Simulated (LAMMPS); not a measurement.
MD of Si (diamond structure) at zero pressure, 1728 atoms, as a crystal; each row is its own run.

Level of theory: classical MD, pair style tersoff/mod, file Si.tersoff.mod; code LAMMPS.

| T (K) | enthalpy (eV/atom) |
|---|---|
| 200 | -4.5777 |
| 300 | -4.5507 |
| 760 | -4.4227 |
| 1270 | -4.2731 |
| 1520 | -4.1994 |
| 1770 | -4.1222 |
| 2020 | -4.0451 |

Question: Fit a straight line, y = a + b x, to these rows (x is the first column, y the second) and predict the run at x = 1010.

Answer: Least squares gives a = -4.6400 and b = 0.0002920. At x = 1010 the fit predicts -4.3451 eV/atom. The run itself gave -4.3494 ± 0.0002 eV/atom, so the fit is 4.3 meV/atom high.

Caution (rows 1770; 2020): this crystal lies over the melting point of about 1710 K that Si.tersoff.mod gives, so it is superheated.
